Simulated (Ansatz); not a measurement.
An Ansatz (an electronic-structure program) input for monoclinic HfO2 with Al and Ta, 48 sites:

Ansatz 0.2 input:
```yaml
crystal:
  lattice:
    - [10.264525276, -0.055992605, 0.038025628]
    - [-0.056540262, 10.312373331, -0.031320009]
    - [-0.873771354, -0.010981467, 5.277782953]
  atoms:
    - { symbol: Al, position: [0.121274529, 0.237498617, 0.68335766] }
    - { symbol: Hf, position: [0.139285608, 0.727012566, 0.707612241] }
    - { symbol: Hf, position: [0.636077059, 0.227511383, 0.707837265] }
    - { symbol: Hf, position: [0.635250536, 0.732478316, 0.707899315] }
    - { symbol: Hf, position: [0.358655284, 0.266559519, 0.294800542] }
    - { symbol: Hf, position: [0.362035255, 0.77235969, 0.291740657] }
    - { symbol: Ta, position: [0.863695207, 0.273854651, 0.29099573] }
    - { symbol: Hf, position: [0.863232798, 0.77276043, 0.285964702] }
    - { symbol: Hf, position: [0.355376528, 0.470726613, 0.787923041] }
    - { symbol: Hf, position: [0.35631449, 0.983708366, 0.798118636] }
    - { symbol: Hf, position: [0.859627817, 0.481008631, 0.78172132] }
    - { symbol: Hf, position: [0.875927734, 0.985399392, 0.790486159] }
    - { symbol: Hf, position: [0.139102329, 0.028700658, 0.22118026] }
    - { symbol: Hf, position: [0.139028425, 0.518123809, 0.208048336] }
    - { symbol: Hf, position: [0.63910278, 0.019249855, 0.209952487] }
    - { symbol: Hf, position: [0.632212779, 0.522625596, 0.20026287] }
    - { symbol: O, position: [0.045730475, 0.100321811, 0.855664081] }
    - { symbol: O, position: [0.031561675, 0.585240781, 0.851217346] }
    - { symbol: O, position: [0.535401821, 0.088484711, 0.857335389] }
    - { symbol: O, position: [0.529975359, 0.587679723, 0.851052275] }
    - { symbol: O, position: [0.462648042, 0.408887898, 0.143084419] }
    - { symbol: O, position: [0.4736966, 0.905099965, 0.141550326] }
    - { symbol: O, position: [0.962307602, 0.406588374, 0.145853307] }
    - { symbol: O, position: [0.970970405, 0.914783215, 0.143280533] }
    - { symbol: O, position: [0.469556176, 0.339431625, 0.642870425] }
    - { symbol: O, position: [0.466896473, 0.841903562, 0.644892855] }
    - { symbol: O, position: [0.965559832, 0.337748068, 0.63669165] }
    - { symbol: O, position: [0.971492773, 0.840098151, 0.642429526] }
    - { symbol: O, position: [0.023277864, 0.169019682, 0.356149953] }
    - { symbol: O, position: [0.031796753, 0.658854066, 0.348220449] }
    - { symbol: O, position: [0.53508676, 0.159933075, 0.358785226] }
    - { symbol: O, position: [0.53134261, 0.661605203, 0.353586879] }
    - { symbol: O, position: [0.218045453, 0.351093099, 0.957470583] }
    - { symbol: O, position: [0.224537007, 0.866107224, 0.979277766] }
    - { symbol: O, position: [0.7250181, 0.371716695, 0.97293819] }
    - { symbol: O, position: [0.730145566, 0.876395995, 0.970976908] }
    - { symbol: O, position: [0.296531498, 0.106837595, 0.081503906] }
    - { symbol: O, position: [0.274850379, 0.621186765, 0.023643766] }
    - { symbol: O, position: [0.782739491, 0.135270587, 0.03761525] }
    - { symbol: O, position: [0.774403242, 0.629495077, 0.020242948] }
    - { symbol: O, position: [0.258698273, 0.133159775, 0.561535121] }
    - { symbol: O, position: [0.274455219, 0.620340445, 0.522786572] }
    - { symbol: O, position: [0.780484093, 0.126532531, 0.528002065] }
    - { symbol: O, position: [0.773523665, 0.621670694, 0.520659693] }
    - { symbol: O, position: [0.218862326, 0.377468091, 0.469863] }
    - { symbol: O, position: [0.225930112, 0.881564164, 0.478172464] }
    - { symbol: O, position: [0.729498499, 0.376090618, 0.461487327] }
    - { symbol: O, position: [0.72877672, 0.879812667, 0.473258735] }
basis:
  ecutwfc: 500
  ecutrho_ratio: 4
  xc_grid: 4
kpoints:
  mp_grid: { grid: [2, 2, 4] }
hamiltonian:
  xc: r2scan
  dispersion: none
  pseudopotentials: { kind: paw }
scf:
  n_extra_bands: 35
  occupations: { method: fermi_dirac, width: 0.01 }
  convergence: { dr2_threshold: 0.000000001 }
output:
  eigenstates: { kpoints: [[0, 0, 0]], e_range: [-4, 6], localisation: true }
  eigenvalues: true
```

The numbers are results of r2SCAN (plane waves to 500 eV, PAW; Ansatz), not measurements. No spin–orbit coupling; the runs are not spin-polarised. Its k-point mesh 2×2×4, Fermi–Dirac width 0.01 eV.

Question: Write the closing report of this run, without the band table and long remarks, to eight decimals at most.

Answer: 
```
SCF converged after 13 iterations
Free energy (F): -249036.631145 eV
Harris-Foulkes:  -249036.631145 eV  (|F-HF|=1.46e-10)
Internal energy: -249036.631145 eV  (E = F + TS)
E sigma→0 (E₀):  -249036.631145 eV
Fermi energy:    14.842870 eV
--- Per-component energies (eV) ---
  E_band       = -950.947429
  E_kinetic    = 11919.037514
  E_local      = -93205.394535  (includes V_loc(G=0)·N_el)
  E_nonlocal   = -15924.296655
  E_hartree    = 42473.576409
  E_xc         = -6561.885006
  E_vxc        = -7742.114254  (∫ρ·V_xc dr)
  E_paw        = -111335.849009  (= ΣΔE_a)
  E_vpaw       = 18626.566125  (= ΣTr[D̂ρ^β])
  E_aug_tail   = 0.033051  (compensation charges beyond the density's cutoff)
  E_vtau       = 428.068872  (kinetic-family band-sum trace: ∫τ·v_τ [+ j·A + Jᵃ·Aᵃ] dr)
  E_ewald      = -76404.515723
  E_core_change = 2.662808  (= ΣΔE_core)
  E_smearing   = 0.000000  (= −TS)
  E_closure    = 0.000000  (closes the sum)
  Σ components = -249036.631145   (vs F -249036.631145, Δ=0.00e0)
```

Cost: around 10 core-minutes (rough).
